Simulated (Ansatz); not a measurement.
Defect: interstitial O in anatase TiO2, neutral cell. Computed with PBE, PAW (plane waves to 420 eV; Ansatz, a program for electronic structure).

Settings: 108 host sites, the relaxed PBE lattice, the Γ point alone, smearing 0.01 eV, spin-restricted, no image-charge correction. Energies are static. The charge state is imposed; whether it is stable for some Fermi level was not computed. Sites that were not tried may lie lower.

Barriers: single points on a 2×2×2 k-point mesh shifted by half a step at the bands' geometries.

Relaxed starting cell (atoms counted from 1):

```yaml
crystal:
  lattice:
    - [11.39627, 0.00000, 0.00000]
    - [0.00000, 11.39627, 0.00000]
    - [0.00000, 0.00000, 9.70070]
  atoms:
    - { symbol: Ti, position: [0.99902, 0.16674, 0.25017] }
    - { symbol: Ti, position: [0.99809, 0.49997, 0.24887] }
    - { symbol: Ti, position: [0.99905, 0.83319, 0.25021] }
    - { symbol: Ti, position: [0.33409, 0.16672, 0.25019] }
    - { symbol: Ti, position: [0.33504, 0.49993, 0.24885] }
    - { symbol: Ti, position: [0.33410, 0.83319, 0.25020] }
    - { symbol: Ti, position: [0.66653, 0.16677, 0.24943] }
    - { symbol: Ti, position: [0.66659, 0.49998, 0.24938] }
    - { symbol: Ti, position: [0.66657, 0.83323, 0.24941] }
    - { symbol: Ti, position: [0.99976, 0.99993, 0.00009] }
    - { symbol: Ti, position: [0.99880, 0.33288, 0.99949] }
    - { symbol: Ti, position: [0.99881, 0.66699, 0.99951] }
    - { symbol: Ti, position: [0.33342, 0.99989, 0.00008] }
    - { symbol: Ti, position: [0.33431, 0.33285, 0.99949] }
    - { symbol: Ti, position: [0.33437, 0.66696, 0.99954] }
    - { symbol: Ti, position: [0.66658, 0.99995, 0.99990] }
    - { symbol: Ti, position: [0.66655, 0.33356, 0.00027] }
    - { symbol: Ti, position: [0.66658, 0.66632, 0.00031] }
    - { symbol: O, position: [0.00148, 0.16642, 0.04354] }
    - { symbol: O, position: [0.99850, 0.49994, 0.04108] }
    - { symbol: O, position: [0.00148, 0.83346, 0.04357] }
    - { symbol: O, position: [0.33150, 0.16641, 0.04359] }
    - { symbol: O, position: [0.33457, 0.49992, 0.04105] }
    - { symbol: O, position: [0.33152, 0.83346, 0.04358] }
    - { symbol: O, position: [0.66654, 0.16673, 0.04224] }
    - { symbol: O, position: [0.66653, 0.49994, 0.04397] }
    - { symbol: O, position: [0.66654, 0.83318, 0.04224] }
    - { symbol: O, position: [0.16659, 0.16638, 0.29405] }
    - { symbol: O, position: [0.16658, 0.49994, 0.29525] }
    - { symbol: O, position: [0.16659, 0.83348, 0.29405] }
    - { symbol: O, position: [0.49982, 0.16673, 0.29221] }
    - { symbol: O, position: [0.50080, 0.49993, 0.29166] }
    - { symbol: O, position: [0.49984, 0.83315, 0.29219] }
    - { symbol: O, position: [0.83332, 0.16673, 0.29216] }
    - { symbol: O, position: [0.83235, 0.49991, 0.29166] }
    - { symbol: O, position: [0.83333, 0.83316, 0.29218] }
    - { symbol: O, position: [0.99993, 0.99995, 0.20731] }
    - { symbol: O, position: [0.00055, 0.33308, 0.20694] }
    - { symbol: O, position: [0.00054, 0.66679, 0.20698] }
    - { symbol: O, position: [0.33332, 0.99994, 0.20733] }
    - { symbol: O, position: [0.33268, 0.33309, 0.20695] }
    - { symbol: O, position: [0.33267, 0.66678, 0.20695] }
    - { symbol: O, position: [0.66658, 0.99996, 0.20686] }
    - { symbol: O, position: [0.66659, 0.33287, 0.20743] }
    - { symbol: O, position: [0.66660, 0.66702, 0.20743] }
    - { symbol: O, position: [0.99958, 0.16693, 0.45756] }
    - { symbol: O, position: [0.99761, 0.49997, 0.45232] }
    - { symbol: O, position: [0.99958, 0.83293, 0.45758] }
    - { symbol: O, position: [0.33357, 0.16702, 0.45761] }
    - { symbol: O, position: [0.33556, 0.49993, 0.45228] }
    - { symbol: O, position: [0.33358, 0.83289, 0.45759] }
    - { symbol: O, position: [0.66657, 0.16671, 0.45613] }
    - { symbol: O, position: [0.66659, 0.49995, 0.45779] }
    - { symbol: O, position: [0.66658, 0.83315, 0.45613] }
    - { symbol: Ti, position: [0.16653, 0.99988, 0.75045] }
    - { symbol: Ti, position: [0.16657, 0.32754, 0.75053] }
    - { symbol: Ti, position: [0.16664, 0.67219, 0.75065] }
    - { symbol: Ti, position: [0.50036, 0.99994, 0.74978] }
    - { symbol: Ti, position: [0.49956, 0.33250, 0.75056] }
    - { symbol: Ti, position: [0.49959, 0.66743, 0.75055] }
    - { symbol: Ti, position: [0.83272, 0.99998, 0.74979] }
    - { symbol: Ti, position: [0.83358, 0.33243, 0.75053] }
    - { symbol: Ti, position: [0.83357, 0.66752, 0.75056] }
    - { symbol: Ti, position: [0.16658, 0.16669, 0.49756] }
    - { symbol: Ti, position: [0.16651, 0.49989, 0.49641] }
    - { symbol: Ti, position: [0.16660, 0.83291, 0.49760] }
    - { symbol: Ti, position: [0.50042, 0.16641, 0.50044] }
    - { symbol: Ti, position: [0.49967, 0.49990, 0.50019] }
    - { symbol: Ti, position: [0.50045, 0.83340, 0.50040] }
    - { symbol: Ti, position: [0.83274, 0.16641, 0.50035] }
    - { symbol: Ti, position: [0.83336, 0.49992, 0.50029] }
    - { symbol: Ti, position: [0.83275, 0.83343, 0.50038] }
    - { symbol: O, position: [0.16655, 0.99990, 0.54373] }
    - { symbol: O, position: [0.16645, 0.33336, 0.54359] }
    - { symbol: O, position: [0.16651, 0.66647, 0.54351] }
    - { symbol: O, position: [0.49892, 0.99993, 0.54147] }
    - { symbol: O, position: [0.49983, 0.33356, 0.54398] }
    - { symbol: O, position: [0.49981, 0.66631, 0.54399] }
    - { symbol: O, position: [0.83414, 0.99993, 0.54146] }
    - { symbol: O, position: [0.83342, 0.33352, 0.54393] }
    - { symbol: O, position: [0.83339, 0.66635, 0.54399] }
    - { symbol: O, position: [0.99959, 0.99998, 0.79224] }
    - { symbol: O, position: [0.99712, 0.31651, 0.79589] }
    - { symbol: O, position: [0.99712, 0.68330, 0.79595] }
    - { symbol: O, position: [0.33354, 0.99991, 0.79226] }
    - { symbol: O, position: [0.33599, 0.31659, 0.79594] }
    - { symbol: O, position: [0.33601, 0.68335, 0.79596] }
    - { symbol: O, position: [0.66654, 0.99994, 0.79447] }
    - { symbol: O, position: [0.66654, 0.33309, 0.79349] }
    - { symbol: O, position: [0.66655, 0.66672, 0.79351] }
    - { symbol: O, position: [0.16666, 0.16652, 0.70809] }
    - { symbol: O, position: [0.23043, 0.49999, 0.70402] }
    - { symbol: O, position: [0.16659, 0.83328, 0.70810] }
    - { symbol: O, position: [0.50443, 0.16537, 0.70573] }
    - { symbol: O, position: [0.49358, 0.49994, 0.70915] }
    - { symbol: O, position: [0.50450, 0.83450, 0.70572] }
    - { symbol: O, position: [0.82867, 0.16536, 0.70570] }
    - { symbol: O, position: [0.83937, 0.49990, 0.70905] }
    - { symbol: O, position: [0.82866, 0.83453, 0.70575] }
    - { symbol: O, position: [0.16654, 0.99994, 0.95607] }
    - { symbol: O, position: [0.16654, 0.34136, 0.95298] }
    - { symbol: O, position: [0.16656, 0.65849, 0.95301] }
    - { symbol: O, position: [0.49937, 0.99996, 0.95755] }
    - { symbol: O, position: [0.50031, 0.33625, 0.95858] }
    - { symbol: O, position: [0.50033, 0.66361, 0.95858] }
    - { symbol: O, position: [0.83373, 0.99993, 0.95751] }
    - { symbol: O, position: [0.83279, 0.33635, 0.95853] }
    - { symbol: O, position: [0.83277, 0.66357, 0.95857] }
    - { symbol: O, position: [0.10288, 0.50000, 0.70440] }
```

End state 1 differs by these moves (Å; atoms that move under 0.08 Å are left out):

```csv
atom,element,Δx,Δy,Δz
56,Ti,0.06,0.06,-0.01
74,O,-0.09,0.00,0.03
80,O,0.09,0.00,0.03
83,O,0.03,-0.54,0.00
84,O,0.03,-0.26,-0.05
86,O,-0.03,0.19,-0.04
87,O,-0.02,-0.14,-0.02
91,O,0.19,-0.03,-0.04
92,O,-0.54,0.03,0.00
97,O,-0.14,-0.02,-0.02
98,O,-0.26,0.03,-0.05
101,O,0.00,-0.09,0.04
102,O,0.00,0.09,0.03
109,O,-1.17,-1.17,0.89
```

Problem. What forward and backward barriers to end state 1 does PBE, PAW give?

Solution. forward 1.12 eV, backward 1.12 eV; at the saddle point atom 109 has neighbours 2 O at 1.82; Ti at 1.82 Å. The check of the saddle point's order was inconclusive, and it lies on a symmetry element of the cell, where a band can be held.
